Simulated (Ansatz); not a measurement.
Response to strain in W

Take W in the bcc (W type) structure (space group Im-3m, No. 229; a = 3.169 Å; relaxed with 0.1 eV smearing) as the base. Axes: x, y, z lie along the cube axes.

Strains are applied to the cell and any free atomic positions relax; under biaxial strain the out-of-plane vector relaxes too.

Method: plane-wave PAW DFT at the r2SCAN level (Ansatz, a program for electronic structure, 500 eV), spin-orbit coupling left out.

Notes on the quantities. pressure: mean of the normal stresses, compression positive; energy relative to the base: free energy F.

```csv
case,pressure,space group,volume per atom,energy relative to the base
base,0.0 GPa,Im-3m (No. 229),15.91 Å³,0 meV/atom
"biaxial strain −3.42 %, plane normal [001], relaxed out of plane",14.8 GPa,I4/mmm (No. 139),15.27 Å³,+74 meV/atom
"biaxial strain −3.08 %, plane normal [001], relaxed out of plane",13.3 GPa,I4/mmm (No. 139),15.33 Å³,+59 meV/atom
"biaxial strain +0.94 %, plane normal [001], relaxed out of plane",-3.7 GPa,I4/mmm (No. 139),16.10 Å³,+5.2 meV/atom
"biaxial strain +4.55 %, plane normal [001], relaxed out of plane",-15.6 GPa,I4/mmm (No. 139),16.86 Å³,+113 meV/atom
isotropic strain −5.83 %,82.7 GPa,Im-3m (No. 229),13.29 Å³,+0.583 eV/atom
uniaxial strain ε_yy = +2.84 %,-8.3 GPa,I4/mmm (No. 139),16.36 Å³,+21 meV/atom
uniaxial strain ε_zz = +5.02 %,[?],I4/mmm (No. 139),16.71 Å³,[?]
uniaxial strain ε_zz = +5.38 %,-14.6 GPa,I4/mmm (No. 139),16.77 Å³,+70 meV/atom
tensor shear ε_xz = +2.32 %,0.5 GPa,Fmmm (No. 69),15.90 Å³,+16 meV/atom
```

### Question
Some entries are withheld; estimate them.

### Answer

- uniaxial strain ε_zz = +5.02 %, pressure: -13.8 GPa
- uniaxial strain ε_zz = +5.02 %, energy relative to the base: +61 meV/atom

Stability against distortions was not tested. All final runs are without spin polarisation.
